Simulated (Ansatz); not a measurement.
# SiGe, response to strain

Start from SiGe in the wurtzite structure (space group P6_3mc, No. 186; a model cell, its experimental status unchecked).

```yaml
crystal:
  lattice:
    - [3.90406, 0.00000, 0.00000]
    - [-1.95203, 3.38101, 0.00000]
    - [0.00000, 0.00000, 6.45485]
  atoms:
    - { symbol: Ge, position: [0.66667, 0.33333, 0.99956] }
    - { symbol: Ge, position: [0.33333, 0.66667, 0.49956] }
    - { symbol: Si, position: [0.66667, 0.33333, 0.62564] }
    - { symbol: Si, position: [0.33333, 0.66667, 0.12564] }
```

Cartesian axes are those of the cell as printed.

Strains are applied to the cell and any free atomic positions relax; under biaxial strain the out-of-plane vector relaxes too.

The values are results of Ansatz (a quantum-chemistry and plane-wave program) r2SCAN, no SOC, not measurements.

Notes on the quantities. energy relative to the base: free energy F; pressure: mean of the normal stresses, compression positive.

```json
[
 {"case": "base", "energy relative to the base": "0 meV/atom", "pressure": "0.00 GPa", "width of the top valence band": "3.59 eV", "volume per atom": "21.30 Å³"},
 {"case": "biaxial strain +0.33 %, plane normal [001], relaxed out of plane", "energy relative to the base": "–", "pressure": "-0.47 GPa", "width of the top valence band": "3.55 eV", "volume per atom": "21.42 Å³"},
 {"case": "isotropic strain +5.25 %", "energy relative to the base": "+116 meV/atom", "pressure": "-9.09 GPa", "width of the top valence band": "2.98 eV", "volume per atom": "24.83 Å³"},
 {"case": "uniaxial strain ε_zz = −2.01 %", "energy relative to the base": "+5.7 meV/atom", "pressure": "1.84 GPa", "width of the top valence band": "3.55 eV", "volume per atom": "20.87 Å³"},
 {"case": "tensor shear ε_xz = +0.66 %", "energy relative to the base": "+0.6 meV/atom", "pressure": "0.00 GPa", "width of the top valence band": "–", "volume per atom": "21.30 Å³"}
]
```

The levels and masses belong to the bands next to the band gap. Whether these cells are dynamically stable was not tested.
